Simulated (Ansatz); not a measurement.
# CaO, pressure series

Base system: CaO in the rock salt structure (space group Fm-3m, No. 225; a = 4.831 Å).

Cell and atoms are relaxed at each pressure.

All numbers come from PBE, PAW, 420 eV (Ansatz, a quantum-chemistry and plane-wave program; no spin-orbit coupling).

Notes on the quantities. hole mass: degenerate bands, along [100]; enthalpy: H = E + PV relative to the base's energy.

```csv
variant,width of the top valence band,density,electron mass,hole mass,enthalpy
base,1.16 eV,3.30 g/cm³,"1.4 mₑ along k, 0.44 mₑ across (at X)","0.35, 2.9, 2.9 mₑ (at Γ)",–
pressure −2 GPa,1.13 eV,3.24 g/cm³,"1.4 mₑ along k, 0.45 mₑ across (at X)","0.36, 2.9, 2.9 mₑ (at Γ)",-0.18 eV/atom
pressure −1 GPa,1.14 eV,3.27 g/cm³,"1.4 mₑ along k, 0.45 mₑ across (at X)","0.35, 2.9, 2.9 mₑ (at Γ)",-0.09 eV/atom
pressure 1.8 GPa,1.19 eV,3.36 g/cm³,"1.4 mₑ along k, 0.44 mₑ across (at X)","0.35, 2.9, 2.9 mₑ (at Γ)",+0.16 eV/atom
pressure 4.2 GPa,1.23 eV,3.43 g/cm³,"1.4 mₑ along k, 0.43 mₑ across (at X)","0.35, 2.8, 2.8 mₑ (at Γ)",+0.36 eV/atom
pressure 9 GPa,1.31 eV,3.55 g/cm³,"1.4 mₑ along k, 0.42 mₑ across (at X)","0.34, 2.8, 2.8 mₑ (at Γ)",+0.76 eV/atom
pressure 18 GPa,1.44 eV,3.76 g/cm³,"1.4 mₑ along k, 0.40 mₑ across (at X)","0.34, 2.8, 2.8 mₑ (at Γ)",+1.48 eV/atom
pressure 30 GPa,1.59 eV,3.99 g/cm³,"1.4 mₑ along k, 0.38 mₑ across (at X)","0.32, 2.8, 2.8 mₑ (at Γ)",+2.38 eV/atom
pressure 45 GPa,1.75 eV,4.24 g/cm³,"1.3 mₑ along k, 0.37 mₑ across (at X)","0.31, 2.7, 2.7 mₑ (at Γ)",+3.44 eV/atom
pressure 60 GPa,1.90 eV,4.45 g/cm³,"1.3 mₑ along k, 0.35 mₑ across (at X)","0.30, 2.7, 2.7 mₑ (at Γ)",+4.44 eV/atom
```

The levels and masses belong to the bands next to the band gap. Load acts through the strain it causes; cell and atoms are relaxed under it. Masses are band curvatures over ±0.01 Å⁻¹ around the edge. Along k means along the line from Γ to the band edge. No phonon test of stability was made. No other phases were tried under pressure.
